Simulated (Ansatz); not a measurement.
The starting structures come from a database of crystals and need not be the phases stable at ambient conditions.

 Where the default PAW files enter, the runs use the earlier of Ansatz's two default sets.

```
ZnS
1.0
    3.80847     0.00000     0.00000
   -1.90423     3.29823     0.00000
    0.00000     0.00000    31.13635
Zn S
10 10
Direct
  0.00000   0.00000   0.60000
  0.66667   0.33333   0.20010
  0.66667   0.33333   0.80000
  0.33333   0.66667   0.69990
  0.00000   0.00000   0.30000
  0.00000   0.00000   0.00000
  0.33333   0.66667   0.90010
  0.66667   0.33333   0.50000
  0.33333   0.66667   0.10010
  0.33333   0.66667   0.40000
  0.00000   0.00000   0.07510
  0.00000   0.00000   0.67490
  0.33333   0.66667   0.97490
  0.33333   0.66667   0.47500
  0.66667   0.33333   0.57500
  0.33333   0.66667   0.77490
  0.66667   0.33333   0.27500
  0.33333   0.66667   0.17500
  0.00000   0.00000   0.37500
  0.66667   0.33333   0.87500
```

Space group of this cell: P3m1. The cell is taken as given.

The current runs along the normal of the first two printed vectors, the (001) plane. All runs by Ansatz (a program for electronic structure), plane waves and PAW, without spin-orbit coupling; the base is r2SCAN.

| run | mean pressure (GPa) | gap (eV) | mid-gap κ (1/Å) |
|---|---|---|---|
| base | 0.1 | 2.72 | 0.174 |
| all lengths scaled by 0.98 | 5.5 | (withheld) | (withheld) |
| all lengths scaled by 1.02 | -4.0 | 2.44 | 0.162 |
| lda in place of r2scan | -4.0 | (withheld) | (withheld) |
| lengths across the current scaled by 0.98, ions clamped | 3.6 | 2.86 | 0.177 |
| lengths across the current scaled by 1.02, ions clamped | -2.7 | 2.51 | 0.168 |
| lengths along the current scaled by 0.97, ions clamped | 2.8 | (withheld) | (withheld) |
| lengths along the current scaled by 1.03, ions clamped | -2.0 | 2.52 | 0.164 |
| pbesol in place of r2scan | -1.3 | 2.02 | 0.139 |

Problem. Some entries are withheld; supply them.

Solution. 
- all lengths scaled by 0.98, gap (eV): 3.00
- all lengths scaled by 0.98, mid-gap κ (1/Å): 0.185
- lda in place of r2scan, gap (eV): 1.90
- lda in place of r2scan, mid-gap κ (1/Å): 0.133
- lengths along the current scaled by 0.97, ions clamped, gap (eV): 2.80
- lengths along the current scaled by 0.97, ions clamped, mid-gap κ (1/Å): 0.184
